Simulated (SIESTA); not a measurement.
Band structure of B₂Pt₃ (Cm, 5 atoms in the cell).

```yaml
crystal:
  lattice:
    - [2.74018, -1.58474, 0.00000]
    - [2.74018, 1.58474, 0.00000]
    - [-0.03278, 0.00000, 7.36790]
  atoms:
    - { symbol: B, position: [0.00038, 0.00038, 0.66725] }
    - { symbol: B, position: [0.00035, 0.00035, 0.27967] }
    - { symbol: Pt, position: [0.33261, 0.33261, 0.13869] }
    - { symbol: Pt, position: [0.66682, 0.66682, 0.82567] }
    - { symbol: Pt, position: [0.66883, 0.66883, 0.46373] }
```

Level of theory: LDA PW92, numerical atomic orbitals DZP, PseudoDojo LDA standard norm-conserving potentials (rewritten from UPF to PSML) (SIESTA).

Settings: XC.functional = LDA; XC.authors = PW92; potentials = PseudoDojo LDA standard; PAO.BasisSize = DZP; PAO.EnergyShift = 0.01 Ry; MeshCutoff = 400 Ry; kgrid.MonkhorstPack = 9 9 4; OccupationFunction = FD; ElectronicTemperature = 100 meV; MaxSCFIterations = 150; SCF.Mixer.Method = Broyden; SCF.Mixer.Weight = 0.25; SCF.Mixer.History = 8; SCF.DM.Tolerance = 1.0E-05.

The starting cell comes from a database of computed structures (which also holds hypothetical and non-ambient phases and stackings), without a prior relaxation at this level. Spin-orbit coupling is off. Spin polarisation is off. Values carry the incompleteness of an atom-centred basis.

Levels in eV from the Fermi level, bands 27 to 32:
| point | 27 | 28 | 29 | 30 | 31 | 32 |
|---|---|---|---|---|---|---|
| Γ | -2.59 | -2.55 | -1.94 | -1.92 | 2.14 | 2.93 |
| Y | -1.56 | -1.33 | -1.31 | -0.58 | -0.47 | 0.63 |
| F | -1.83 | -1.33 | -0.95 | -0.55 | -0.35 | 1.02 |
| L | -1.83 | -1.33 | -0.95 | -0.55 | -0.35 | 1.02 |
| I | -1.81 | -1.34 | -0.59 | -0.29 | 0.96 | 1.07 |
| I1 | -1.81 | -1.34 | -0.59 | -0.29 | 0.96 | 1.07 |
| Z | -2.71 | -2.71 | -1.90 | -1.88 | 0.72 | 4.56 |
| F1 | -1.83 | -1.33 | -0.95 | -0.55 | -0.35 | 1.02 |
| X1 | -1.74 | -1.42 | -1.39 | 0.31 | 0.39 | 2.59 |
| X | -1.74 | -1.42 | -1.39 | 0.31 | 0.39 | 2.59 |
| N | -1.57 | -1.32 | -1.31 | -0.59 | -0.50 | 0.62 |
| M | -1.84 | -1.33 | -0.94 | -0.57 | -0.36 | 1.00 |

Bands cross the Fermi level along this path, so the cell is metallic at this level.

Higher empty bands are left out: an atom-centred basis made for the valence describes them poorly.
